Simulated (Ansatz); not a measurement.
The parent structure is BiAu₂ in the cubic Laves (MgCu2 type) structure (space group Fd-3m, No. 227).

```xyz
6
Lattice="0.0000 3.9723 3.9723 3.9723 0.0000 3.9723 3.9723 3.9723 0.0000" Properties=species:S:1:pos:R:3 pbc="T T T"
Bi     0.0000     0.0000     0.0000
Bi     1.9861     1.9861     1.9861
Au     2.9792     2.9792     4.9653
Au     2.9792     4.9653     2.9792
Au     4.9653     4.9653     4.9653
Au     4.9653     2.9792     2.9792
```

Levels (all Ansatz, an electronic-structure program, PAW, earlier PAW set): PBEsol (420 eV, no SOC); PBEsol+SOC (420 eV, spin-orbit coupling included).

The geometry is relaxed with PBEsol.

| Item | Value |
|---|---|
| PBEsol pressure | 0.0 GPa |

**Question.** How does going to PBEsol+SOC change the pressure?

**Answer.** The pressure goes from zero to -0.2 GPa.

Single points use the geometry relaxed with PBEsol. The spin-orbit shifts are approximate. No phonon test of stability was made.
